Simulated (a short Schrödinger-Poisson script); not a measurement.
# MOS inversion layer, SiO2 on p-type Si(100)

Stack: MOS inversion layer, SiO2 on p-type Si(100), at 300 K.

| layer | material | thickness (nm) | Na (cm⁻³) |
|---|---|---|---|
| 1 | SiO2 | 1.7 | - |
| 2 | Si | 440 | 9.3e17 |

Constants are typed, rounded textbook-type inputs, not results; the design itself was drawn at random and stands for no fabricated device. SiO2: permittivity 3.9, conduction-band edge (eV) 3.15, gap (eV) 9, electron mass (mₑ) 0.5. Si: permittivity 11.7, conduction-band edge (eV) 0, gap (eV) 1.124, Nv at 300 K (cm⁻³) 3.1e19.

Channel valleys (confinement mass, in-plane density-of-states mass, number): Δ2 0.916, 0.19, 2; Δ4 0.19, 0.417, 4. At the gate the conduction-band edge of layer 1 lies 3.76 eV − eVg above the Fermi level of the channel; the field vanishes at the back. Gaps are held at their typed values at every temperature. Mesh 0.03 nm at interfaces.

From a short Schrödinger-Poisson script (our own, NumPy): 1D Poisson equation in equilibrium, electrons quantum, Hartree (BenDaniel-Duke, 12 states a valley, the channel's in-plane mass for all, wave functions ending at the dielectric), parabolic valleys, classical holes, full ionisation, no traps, pinning or gate leakage.

| Vg (V) | electrons (cm⁻²) | C (μF/cm²) | Δ2 E0 (meV) | Δ2 E1 (meV) | Δ4 E0 (meV) | Δ4 E1 (meV) |
|---|---|---|---|---|---|---|
| 0.6 | 7.02e6 | 0.276 | 351.5 | 426.0 | 420.2 | 540.8 |
| 0.7 | 1.68e8 | 0.264 | 268.7 | 346.2 | 340.2 | 466.2 |
| 0.8 | 4.11e9 | 0.270 | 185.3 | 265.7 | 259.5 | 390.5 |
| 0.9 | 8.19e10 | 0.530 | 107.2 | 190.4 | 184.0 | 319.5 |
| 1 | 5.23e11 | 1.11 | 57.7 | 144.1 | 137.7 | 276.4 |
| 1.1 | 1.27e12 | 1.36 | 32.4 | 122.2 | 116.1 | 256.9 |
| 1.2 | 2.14e12 | 1.47 | 16.3 | 109.5 | 103.7 | 246.1 |
| 1.3 | 3.06e12 | 1.53 | 4.2 | 100.8 | 95.2 | 239.1 |
| 1.4 | 4.02e12 | 1.56 | -5.8 | 94.1 | 88.7 | 234.0 |
| 1.5 | 5.00e12 | 1.59 | -14.6 | 88.6 | 83.5 | 229.9 |
| 1.6 | 5.99e12 | 1.61 | -22.4 | 83.9 | 79.1 | 226.6 |

Subbands count from the Fermi level.
